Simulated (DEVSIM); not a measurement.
Structure: abrupt CdTe n-p junction, at 300 K.

| layer (left to right) | material | thickness (μm) | Nd (cm⁻³) | Na (cm⁻³) | τn (s) | τp (s) |
|---|---|---|---|---|---|---|
| 1 | CdTe | 2.40 | 1.3e16 | - | 2.9e-9 | 2.9e-9 |
| 2 | CdTe | 26.0 | - | 2.2e14 | 2.9e-9 | 2.9e-9 |

Left contact: ohmic. Right contact: ohmic. Voltage is applied to the left contact. Recombination: SRH at mid-gap, radiative. Mobility is μmin + (μ − μmin)/(1 + (N/Nref)^α).

The device is made up for the run: typed textbook-type constants, with dimensions and the other settings drawn at random. Values at 300 K.

```
parameter        CdTe
-------------  ------
gap (eV)          1.5
affinity (eV)    4.28
permittivity     10.2
Nc (cm⁻³)        8e17
Nv (cm⁻³)      1.8e19
μn (cm²/Vs)      1000
μp (cm²/Vs)        80
μn,min            100
μp,min             10
Nref,n           1e17
Nref,p           1e17
αn                0.6
αp                0.6
B (cm³/s)       1e-10
```

Model (solved in DEVSIM): 1D drift-diffusion, Boltzmann statistics, complete ionisation; no tunnelling, impact ionisation, image-force lowering or self-heating.

**Question.** Tabulate band edges, carrier densities and field at 5.0 V on the left contact.

**Answer.** Energies count from the Fermi level of the right contact; mesh points crowd at the junctions.

```tsv
x (μm)	Ec (eV)	Ev (eV)	n (cm⁻³)	p (cm⁻³)	field (V/cm)
0.000	-4.894	-6.394	1.3e16	< 1e2	≈ 0
0.03457	-4.894	-6.394	1.3e16	< 1e2	≈ 0
0.1179	-4.894	-6.394	1.3e16	< 1e2	≈ 0
0.3187	-4.894	-6.394	1.3e16	< 1e2	≈ 0
1.070	-4.894	-6.394	1.3e16	< 1e2	≈ 0
1.852	-4.894	-6.394	1.3e16	< 1e2	≈ 0
2.187	-4.893	-6.393	1.3e16	< 1e2	150
2.353	-4.843	-6.343	1.9e15	< 1e2	11000
2.395	-4.777	-6.277	1.4e14	< 1e2	20000
2.424	-4.714	-6.214	1.3e13	< 1e2	21000
2.494	-4.566	-6.066	4.1e10	< 1e2	21000
2.760	-4.016	-5.516	3000	1600	20000
3.317	-2.954	-4.454	2800	8500	18000
4.682	-0.865	-2.365	2200	35000	13000
9.894	1.208	-0.292	< 1e2	2.2e14	≈ 0
19.02	1.208	-0.292	< 1e2	2.2e14	≈ 0
24.59	1.208	-0.292	< 1e2	2.2e14	≈ 0
26.86	1.208	-0.292	< 1e2	2.2e14	≈ 0
27.96	1.208	-0.292	< 1e2	2.2e14	≈ 0
28.24	1.208	-0.292	< 1e2	2.2e14	≈ 0
28.35	1.208	-0.292	< 1e2	2.2e14	≈ 0
28.40	1.208	-0.292	< 1e2	2.2e14	≈ 0
```
